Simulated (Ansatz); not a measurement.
HfN: response to strain

Base system: HfN in the rock salt structure (space group Fm-3m, No. 225; relaxed with 0.1 eV smearing).

```xyz
2
Lattice="0.0000 2.2741 2.2741 2.2741 0.0000 2.2741 2.2741 2.2741 0.0000" Properties=species:S:1:pos:R:3 pbc="T T T"
Hf     0.0000     0.0000     0.0000
N      2.2741     2.2741     2.2741
```

Strains are applied to the cell and any free atomic positions relax.

Computed with PBE (Ansatz, an electronic-structure program, PAW, no spin-orbit coupling).

Notes on the quantities. energy relative to the base: free energy F.

```json
[
 {"change": "base", "pressure": "0.0 GPa", "volume per atom": "11.76 Å³", "energy relative to the base": "0 meV/atom"},
 {"change": "isotropic strain −2.50 %", "pressure": "23.5 GPa", "volume per atom": "10.90 Å³", "energy relative to the base": "+59 meV/atom"},
 {"change": "isotropic strain −1.50 %", "pressure": "13.1 GPa", "volume per atom": "11.24 Å³", "energy relative to the base": "+21 meV/atom"},
 {"change": "isotropic strain −1.00 %", "pressure": "?", "volume per atom": "11.41 Å³", "energy relative to the base": "?"},
 {"change": "isotropic strain −0.50 %", "pressure": "4.1 GPa", "volume per atom": "11.58 Å³", "energy relative to the base": "?"},
 {"change": "isotropic strain +0.50 %", "pressure": "-3.8 GPa", "volume per atom": "11.94 Å³", "energy relative to the base": "?"},
 {"change": "isotropic strain +1.50 %", "pressure": "-10.7 GPa", "volume per atom": "12.30 Å³", "energy relative to the base": "+19 meV/atom"},
 {"change": "isotropic strain +2.00 %", "pressure": "-13.8 GPa", "volume per atom": "12.48 Å³", "energy relative to the base": "+33 meV/atom"},
 {"change": "isotropic strain +2.50 %", "pressure": "-16.6 GPa", "volume per atom": "12.66 Å³", "energy relative to the base": "+50 meV/atom"},
 {"change": "isotropic strain +3.00 %", "pressure": "-19.3 GPa", "volume per atom": "12.85 Å³", "energy relative to the base": "+71 meV/atom"}
]
```

What belongs in the blanks?


- isotropic strain −1.00 %, pressure: 8.5 GPa
- isotropic strain −1.00 %, energy relative to the base: +9.0 meV/atom
- isotropic strain −0.50 %, energy relative to the base: +2.2 meV/atom
- isotropic strain +0.50 %, energy relative to the base: +2.1 meV/atom

No phonon test of stability was made. All final runs are without spin polarisation. An odd electron count without spin: HfN.
